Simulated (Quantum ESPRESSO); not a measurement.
Band structure of Ti5Si (R32, 6 atoms in the cell).

```xyz
6
Lattice="2.5228 -1.4566 4.4409 0.0000 2.9131 4.4409 -2.5228 -1.4566 4.4409" Properties=species:S:1:pos:R:3 pbc="T T T"
Ti     0.0000     0.0000     2.0176
Ti     0.0000     0.0000    11.3051
Ti     1.5272     0.2680     4.4409
Ti    -0.9957     1.1886     4.4409
Ti    -0.5315    -1.4566     4.4409
Si     0.0000     0.0000     6.6614
```

Method of the run: PBEsol, PseudoDojo standard norm-conserving (PBESOL) pseudopotentials (plane waves; Quantum ESPRESSO).

Settings: ecutwfc = 85 Ry; occupations = smearing; smearing = fermi-dirac; degauss = 0.0073499 Ry; potentials = {Ti: Ti.upf, Si: Si.upf}; K_POINTS = automatic 4 4 4 0 0 0; conv_thr = 1e-10 Ry; mixing_beta = 0.7.

The starting cell comes from a database of computed structures (which also holds hypothetical and non-ambient phases and stackings), without a prior relaxation at this level. Spin polarisation is off.

Levels in eV from the Fermi level, bands 29 to 36:
| point | 29 | 30 | 31 | 32 | 33 | 34 | 35 | 36 |
|---|---|---|---|---|---|---|---|---|
| Γ | -0.89 | -0.89 | -0.72 | -0.12 | -0.04 | -0.04 | 1.07 | 1.07 |
| L | -1.09 | -0.74 | -0.52 | 0.37 | 0.56 | 0.58 | 0.73 | 0.76 |
| Z | -0.82 | -0.58 | -0.58 | -0.15 | 0.27 | 0.27 | 0.88 | 1.29 |
| F | -1.30 | -0.56 | -0.36 | -0.11 | -0.05 | 0.65 | 0.72 | 0.99 |
| P1 | -1.04 | -0.64 | -0.45 | -0.24 | 0.08 | 0.62 | 0.69 | 1.05 |
| P | -1.04 | -0.64 | -0.45 | -0.24 | 0.08 | 0.62 | 0.69 | 1.05 |

Bands cross the Fermi level along this path, so the cell is metallic at this level.
